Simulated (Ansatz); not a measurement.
## Response to strain in MgTe

The parent structure is MgTe in the zinc blende structure (space group F-43m, No. 216; a = 6.3681 Å). Axes: x, y, z lie along the cube axes.

Strains are applied to the cell and any free atomic positions relax; under biaxial strain the out-of-plane vector relaxes too.

Computed with LDA (Ansatz, an electronic-structure program; PAW; 420 eV plane waves; spin-orbit coupling left out).

| biaxial strain, plane normal [111], relaxed out of plane (%) | out-of-plane strain (%) |
|---|---|
| -2.5 | 2.21 |
| -2.08 | ? |
| -1.67 | 1.48 |
| -1.25 | 1.11 |
| -0.83 | 0.74 |
| -0.42 | 0.38 |
| 0 | 0.00 |

Q: Fit ε⊥ = −νε + γε² (strains in %) to the rows shown and predict the withheld row.

A: Least squares on the printed values gives ν = 0.89 (the biaxial Poisson response) and γ = -0.004 (largest residual 0.00 %); this predicts 1.84 %, and the run gives 1.84 %, in agreement.

Whether these cells are dynamically stable was not tested.
